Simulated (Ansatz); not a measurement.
# Ga (space group Cmcm, No. 63)

```
CELL_PARAMETERS angstrom
      3.82877    -2.28258     0.00000
      3.82877     2.28258     0.00000
      0.00000     0.00000     4.54650
ATOMIC_POSITIONS crystal
  Ga 0.98943 0.33460 0.25000
  Ga 0.01057 0.66540 0.75000
  Ga 0.33460 0.98943 0.75000
  Ga 0.66540 0.01057 0.25000
```

Level of theory: PBEsol (Ansatz, an electronic-structure program; PAW; 420 eV plane waves; no SOC). k-mesh 12×12×10 (Γ-centred); smearing 0.05 eV (Fermi–Dirac).

The volume per atom is 19.87 Å³ and the density is 5.83 g/cm³. The band gap is zero and the total energy is -3743.186 eV/atom (σ→0; compares only within this code and set-up).

Whether these cells are dynamically stable was not tested. This is not the structure that Ga has at room temperature and ambient pressure.
